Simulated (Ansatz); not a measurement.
TaGe (model structure, started from the NiAs type, P6₃/mmc, No. 194, 4 atoms in the cell)

These are PBEsol (plane waves, PAW; Ansatz, a first-principles code) values and carry that method's errors.

Numerical settings: plane-wave cutoff 500 eV, 12×12×8 k mesh (along the axes of the cell as run), Fermi–Dirac smearing 0.05 eV, scalar-relativistic PAW data made under PBE.

Cell (relaxed at this level):

```
TaGe
1.0
    3.04587     0.00000     0.00000
   -1.52293     2.63780     0.00000
    0.00000     0.00000     8.19087
Ta Ge
2 2
Direct
  0.00000   0.00000   0.00000
  0.00000   0.00000   0.50000
  0.33333   0.66667   0.25000
  0.66667   0.33333   0.75000
```

* **band gap**: zero (no gap)

Note: the relaxation could raise the start's symmetry but not lower it, so the cell can be a saddle point.

Spin–orbit coupling is not included.

Computed values are for the static lattice.

It cost around 2.0 core-minutes (rough) of CPU time.

A model structure was made by putting elements into a prototype or built by hand; it is no filed structure, need not be a known phase, and can be a saddle point held by its symmetry.
